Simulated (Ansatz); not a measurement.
**Quick settings and what they miss: NbH (I4/mmm, 2 atoms in the cell)**

Self-consistent single point.

```
NbH
1.0
   -1.56776     1.56776     1.93588
    1.56776    -1.56776     1.93588
    1.56776     1.56776    -1.93588
Nb H
1 1
Direct
  0.00000   0.00000   0.00000
  0.50000   0.50000   0.00000
```

Method of the run: PBEsol, PAW files made with PBE (plane waves; Ansatz, a program for electronic structure).

Base settings: basis.ecutwfc = 420 eV; kpoints.mp_grid.grid = 12 12 12; kpoints.mp_grid.shift = 0.5 0.5 0.5; hamiltonian.xc = pbesol; hamiltonian.pseudopotentials = {kind: paw} (the program's default PAW files); scf.occupations.method = gaussian; scf.occupations.width = 0.1 eV.

Tight run (finer mesh or higher cutoff; not a proven limit): basis.ecutwfc: 420 eV → 590 eV; kpoints.mp_grid.grid: 12 12 12 → 17 17 17; scf.convergence.dr2_threshold: default (1e-07 eV) → 1e-09 eV. It gave Fermi level (on the code's own zero) 18.31 eV; pressure 7.33 GPa.

Quick runs, as changes from the base:
- A: the base itself
- B: kpoints.mp_grid.grid: 12 12 12 → 4 4 4; scf.occupations.width: 0.1 eV → 0.2 eV; scf.convergence.dr2_threshold: default (1e-07 eV) → 0.001 eV
- C: basis.ecutwfc: 420 eV → 210 eV; kpoints.mp_grid.grid: 12 12 12 → 4 4 4; hamiltonian.xc: pbesol → lda [LDA (PW92)]
- D: basis.ecutwfc: 420 eV → 250 eV; kpoints.mp_grid.grid: 12 12 12 → 1 1 1; scf.occupations.width: 0.1 eV → 0.5 eV; scf.convergence.dr2_threshold: default (1e-07 eV) → 0.001 eV
- E: basis.ecutwfc: 420 eV → 250 eV; kpoints.mp_grid.grid: 12 12 12 → 6 6 6; hamiltonian.xc: pbesol → lda [LDA (PW92)]
- F: basis.ecutwfc: 420 eV → 250 eV; kpoints.mp_grid.grid: 12 12 12 → 3 3 3; scf.occupations.width: 0.1 eV → 0.136 eV

Energies are extrapolated to zero smearing width, which holds to low order in the width alone.

Dashes: energy of C, E, another energy zero.

† marks runs with another functional, U, potentials or spin treatment: their distance from the tight run is not a convergence error alone.

The count of work is k-points × plane waves × bands × iterations; it is no time. 

Pressures in the table are Ansatz's without its Pulay estimate, at a fixed set of plane waves; the tight run's value above holds the estimate.

The starting cell comes from a database of computed structures (which also holds hypothetical and non-ambient phases and stackings), without a prior relaxation at this level. Its lattice was rescaled by a random factor within 2.5 % of one. Spin polarisation is off. In the base run, with a pressure of about 7 GPa the cell is away from its equilibrium volume at this level.

| run | energy less tight (meV/atom) | pressure less tight (GPa) | count of work / tight |
|---|---|---|---|
| A | 0.5 | -0.11 | 0.20 |
| B | 1.7 | -2.98 | 0.011 |
| C† | – | -62.73 | 0.0055 |
| D | 2197.8 | -30.46 | 0.00075 |
| E† | – | -20.80 | 0.016 |
| F | 278.9 | -16.81 | 0.0034 |

Among the runs at the tight run's level, the energy misses run from 0.5 to 2197.8 meV/atom.

Keys are those of Ansatz 0.2.
